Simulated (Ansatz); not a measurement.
**Band edges of wurtzite ZnO (P6_3mc) under hydrostatic pressure**

Cell and atoms are relaxed with PBEsol to each stress (compression positive); bands and masses by PBEsol with spin-orbit coupling, rigid bands (plane waves, PAW; Ansatz, a first-principles code).

```
CELL_PARAMETERS angstrom
      3.22997     0.00000     0.00000
     -1.61498     2.79723     0.00000
      0.00000     0.00000     5.21435
ATOMIC_POSITIONS crystal
  Zn 0.66667 0.33333 0.50068
  Zn 0.33333 0.66667 0.00068
  O  0.66667 0.33333 0.87963
  O  0.33333 0.66667 0.37963
```

```json
[
 {"stress (GPa)": "-2.00", "ln(V/V₀) (%)": "1.42", "gap (eV)": "0.666", "mean mₑ*": "0.150"},
 {"stress (GPa)": "0", "ln(V/V₀) (%)": "0", "gap (eV)": "0.686", "mean mₑ*": "0.153"},
 {"stress (GPa)": "2.00", "ln(V/V₀) (%)": "-1.34", "gap (eV)": "0.703", "mean mₑ*": "0.156"},
 {"stress (GPa)": "5.00", "ln(V/V₀) (%)": "-3.21", "gap (eV)": "0.730", "mean mₑ*": "0.161"},
 {"stress (GPa)": "10.00", "ln(V/V₀) (%)": "-6.04", "gap (eV)": "0.766", "mean mₑ*": "0.168"}
]
```

 Masses are conductivity masses at 300 K in electron masses, harmonic means over x, y and z.

**Question.** Estimate the bulk modulus from the two loads next to zero.

**Answer.** B ≈ −Δp/Δln V = 4.00 GPa/2.76 % = 145 GPa (PBEsol), a mean over this interval.

**Question.** How fast does the gap move on either side of zero load?

**Answer.** Under tension, (0.666 − 0.686) eV over -2.00 GPa = 10 meV/GPa, or about -1.4 eV per unit ln V; under compression, (0.730 − 0.686) eV over 5.00 GPa = 9 meV/GPa, or about -1.4 eV per unit ln V. The two slopes part by 1 meV/GPa; gaps are resolved to about 0.01 eV, which allows 7 meV/GPa, so these rows don't tell them apart.

Masses are those of dilute carriers in rigid bands with one relaxation time, without polarons. Third decimals of gaps are kept for the arithmetic. Every relaxation keeps the wurtzite phase (space group P6_3mc under this load), so a transition, a distortion that breaks the symmetry or fracture can't show.
